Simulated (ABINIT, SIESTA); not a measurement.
An ABINIT input for a self-consistent single point of Al3Ir (P6_3/mmc, 8 atoms in the cell) (DFT, PBEsol, plane waves, PAW (JTH v2.0 PBE PAW, files made for PBE)):

```
# Al3Ir, JTH v2.0 PBE PAW
pp_dirpath "./"
pseudos "Al.GGA_PBE-JTH.xml, Ir.GGA_PBE-JTH.xml"
acell 3*1.0
rprim
         8.0993622286    0.0000000376    0.0000000000
        -4.0496811469    7.0142534256    0.0000000000
         0.0000000000    0.0000000000   14.6823121630
natom 8
ntypat 2
znucl 13 77
typat 1 1 1 1 1 1 2 2
xcart
         0.0000000000    0.0000000000    1.9423862500
         0.0000000000    0.0000000000    5.8271587500
        -0.0000000115    2.4745220495    4.5054814500
         2.1429989514    1.2372610347    3.2640635499
         2.1429989514    1.2372610347    0.6207089500
        -0.0000000115    2.4745220495    7.1488360499
        -0.0000000115    2.4745220495    1.9423862500
         2.1429989514    1.2372610347    5.8271587500
      Angstrom
ecut 21
pawecutdg 42
pawxcdev 0
ixc -116133
occopt 7
tsmear 0.136 eV
nband 31
kptopt 1
ngkpt 7 7 4
nshiftk 1
shiftk 0 0 0
nstep 100
tolvrs 1.0e-12
prtwf 0
prtden 0
enunit 1
```

Q: Give the SIESTA input for the same structure, mesh, smearing and functional.

A: One input that does it (others would too):

```
# files in the folder: Al.psml Ir.psml (PseudoDojo PBEsol standard)
SystemName  Al3Ir
SystemLabel al3ir

NumberOfAtoms                8
NumberOfSpecies              2
%block ChemicalSpeciesLabel
  1 13 Al
  2 77 Ir
%endblock ChemicalSpeciesLabel
LatticeConstant              1.0 Ang
%block LatticeVectors
     4.285998000    0.000000000    0.000000000
    -2.142999000    3.711783000    0.000000000
     0.000000000    0.000000000    7.769545000
%endblock LatticeVectors
AtomicCoordinatesFormat      Ang
%block AtomicCoordinatesAndAtomicSpecies
     0.000000000    0.000000000    1.942386250  1
     0.000000000    0.000000000    5.827158750  1
    -0.000002143    2.474523237    4.505481450  1
     2.143001143    1.237259763    3.264063550  1
     2.143001143    1.237259763    0.620708950  1
    -0.000002143    2.474523237    7.148836050  1
    -0.000002143    2.474523237    1.942386250  2
     2.143001143    1.237259763    5.827158750  2
%endblock AtomicCoordinatesAndAtomicSpecies

XC.functional                GGA
XC.authors                   PBEsol
PAO.BasisSize                DZP
PAO.EnergyShift              0.005 Ry
MeshCutoff                   300 Ry
%block kgrid.MonkhorstPack
    7   0   0  0.0
    0   7   0  0.0
    0   0   4  0.0
%endblock kgrid.MonkhorstPack
OccupationFunction           MP
OccupationMPOrder            0
ElectronicTemperature        136.0 meV

MaxSCFIterations             150
SCF.Mixer.Method             Pulay
SCF.Mixer.Weight             0.25
SCF.Mixer.History            8
SCF.DM.Tolerance             1.0E-04
Diag.ParallelOverK           true
WriteForces                  true
```

Basis settings and potentials, where a program has them, do not carry over. This input uses DFT, GGA PBEsol, numerical atomic orbitals DZP, PseudoDojo PBEsol standard norm-conserving potentials (rewritten from UPF to PSML).

The starting cell comes from a database of computed structures (which also holds hypothetical and non-ambient phases and stackings), without a prior relaxation at this level. Its lattice was rescaled by a random factor within 2.5 % of one. For this run, on top of that: lattice scaled by 0.98.
